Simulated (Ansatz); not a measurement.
# HfO2: transverse stress against strain

HfO2 (fluorite, Fm-3m, 10.423 Å³/atom at rest, cube axes along x, y and z) under a strain ε along a cube axis (axis z), the other axes held. LDA in Ansatz, a plane-wave DFT program (PAW, default set), 420 eV, 11×11×11 Γ-centred mesh, Fermi-Dirac smearing 0.05 eV; ions are relaxed within the symmetry of each cell. Stress is positive for a compressed cell.

Here s stands for strain and y for stress xx.

```csv
strain (%),stress xx (GPa)
-1.50,1.91
-1.00,1.25
-0.50,0.61
0.00,0.00
0.50,-0.59
1.00,-1.16
1.50,-1.70
3.00,?
```

**Question.** Fit y against s with a straight line, and predict the withheld value at s = 3.00.

**Answer.** Means: s 0, y 0.046. About the means, the sum of products is -8.4250 and the sum of squares of s is 7.0000; the slope is their ratio. Least squares gives y = 0.046 - 1.2036·s. Residuals (row less fit): 0.059, 0.000, -0.038, -0.046, -0.034, -0.002, 0.059; standard error 0.048 (degrees of freedom: 5). The slope gives the elastic constant C12 = 120 ± 1.8 GPa. At the withheld row, y = 0.046 - 1.2036 × 3.0 = -3.565 GPa. The calculation gives -3.17 GPa, 0.395 GPa above the prediction (7.8 % of the range of y in the table). The row lies outside the fitted rows, so this is an extrapolation. From the scatter of the fitted rows alone, a prediction at this place has a standard error of 0.075 GPa, so the miss is 5.3 times that.

One order more, fitted to all 13 runs of the series, follows each within 0.01, so the miss is the next term of a smooth law. The primitive cell can neither tilt nor turn polar against its symmetry, as such crystals can under strain. HfO2 is here the high-temperature cubic form, which is unstable at 0 K; the monoclinic form is the stable one. Rows are the converged runs of the series near zero and its far end; series whose fitted rows scatter by over a few per cent of the range, as at a crossing or softening among them, aren't shown in this form. Most that stay on the fit to the last digits aren't either.
